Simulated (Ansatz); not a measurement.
Input and output of a self-consistent single point for CaAu5 (F-43m, 6 atoms in the cell) (Ansatz, an electronic-structure program).

Computed with LDA (PW92), harder PAW files (source: ansatz) made with PBE (plane waves; Ansatz).

```yaml
crystal:
  lattice:
    - [0.00000, 3.89984, 3.89984]
    - [3.89984, 0.00000, 3.89984]
    - [3.89984, 3.89984, 0.00000]
  atoms:
    - { symbol: Ca, position: [0.00000, 0.00000, 0.00000] }
    - { symbol: Au, position: [0.37522, 0.37522, 0.87434] }
    - { symbol: Au, position: [0.37522, 0.87434, 0.37522] }
    - { symbol: Au, position: [0.37522, 0.37522, 0.37522] }
    - { symbol: Au, position: [0.87434, 0.37522, 0.37522] }
    - { symbol: Au, position: [0.75000, 0.75000, 0.75000] }
```

Reference input (self-consistent single point, DFT, LDA (PW92), plane waves, harder PAW files (source: ansatz) made with PBE): basis.ecutwfc = 45.2 Ry; kpoints.mp_grid.grid = 10 10 10; hamiltonian.xc = lda; hamiltonian.pseudopotentials = {kind: paw, source: ansatz}; scf.occupations.method = fermi_dirac; scf.occupations.width = 0.0073 Ry. This run's input differs from it in these lines:

Ansatz 0.2 input:
```diff
@@ -16,3 +16,3 @@
 kpoints:
-  mp_grid: { grid: [10, 10, 10] }
+  mp_grid: { grid: [7, 7, 7] }
 hamiltonian:
```

The program printed (abridged):

```
SCF iter   1: F=—  HF=-66262.027933 eV  |F-HF|=—  |Δ(HF+E_count)|=         —  Δρ=2.65e-1  dr2=1.84e2  ethr=3.10e-3  ⟨swp⟩=11.2  Hψ=6167  notcnv=0
all-band conjugate gradients solve this SCF's bands
preconditioner: auto → Kerker (q_TF=auto, 2.673 Å⁻¹)
SCF iter   2: F=—  HF=-66248.530851 eV  |F-HF|=—  |Δ(HF+E_count)|=    1.35e1  Δρ=7.41e-2  dr2=6.61e0  ethr=3.10e-3  ⟨swp⟩=4.0  Hψ=2535  notcnv=0  defer=5
   [... lines left out ...]
SCF iter   9: F=—  HF=-66247.502850 eV  |F-HF|=—  |Δ(HF+E_count)|=   1.77e-4  Δρ=2.04e-4  dr2=1.28e-4  ethr=5.94e-7  ⟨swp⟩=2.0  Hψ=1726  notcnv=0  defer=39
SCF iter  10: F=—  HF=-66247.502806 eV  |F-HF|=—  |Δ(HF+E_count)|=   4.45e-5  Δρ=1.73e-5  dr2=7.06e-7  ethr=1.22e-7  ⟨swp⟩=2.0  Hψ=1894  notcnv=0  defer=39
SCF iter  11: F=—  HF=-66247.502122 eV  |F-HF|=—  |Δ(HF+E_count)|=   6.83e-4  Δρ=4.36e-6  dr2=3.92e-8  ethr=9.52e-11  ⟨swp⟩=11.1  Hψ=6045  notcnv=0
SCF iter  12: F=-66247.502122 eV  HF=-66247.502122 eV  |F-HF|=1.32e-9  |Δ(HF+E_count)|=   9.04e-9  Δρ=1.20e-6  dr2=1.99e-9  ethr=3.73e-11  ⟨swp⟩=2.2  Hψ=4037  notcnv=0
SCF 1 converged in 12 iterations: F = -66247.502122 eV  dr2 = 1.99e-9
Free energy (F): -66247.502122 eV
Internal energy: -66247.440607 eV  (E = F + TS)
E sigma→0 (E₀):  -66247.471364 eV
Entropy (-TS):   -0.061516 eV (-10.253 meV/atom)
Fermi energy:    16.360319 eV
--- Forces (eV/Å), atoms counted from 1 ---
  atom   1  Ca     0.00000000     0.00000000     0.00000000
  atom   2  Au    -0.03000183    -0.03000183     0.03000183
  atom   3  Au    -0.03000183     0.03000183    -0.03000183
  atom   4  Au     0.03000183     0.03000183     0.03000183
  atom   5  Au     0.03000183    -0.03000183    -0.03000183
  atom   6  Au    -0.00000000     0.00000000     0.00000000
--- Stress (GPa, compression-positive) ---
       -7.127008      -0.000000       0.000000
       -0.000000      -7.127008      -0.000000
        0.000000      -0.000000      -7.127008
  P = ⅓ Tr σ = -7.1270 GPa (-71.270 kbar)
  The stress holds the Pulay correction. Without it, at fixed plane waves, as pw.x and ABINIT print it: P = -7.1503 GPa
```

The run converged in 12 iterations. Against the reference run the free energy hardly moves (within 1 meV/atom), the pressure moves little (-7.08 to -7.13 GPa) and the largest force goes from 0.059 to 0.052 eV/Å.

The starting cell comes from a database of computed structures (which also holds hypothetical and non-ambient phases and stackings), without a prior relaxation at this level. With a pressure of about -7 GPa the cell is away from its equilibrium volume at this level. Ansatz's pressure includes its estimate of the finite-basis (Pulay) stress. The cutoff lies below the one recommended for these files.
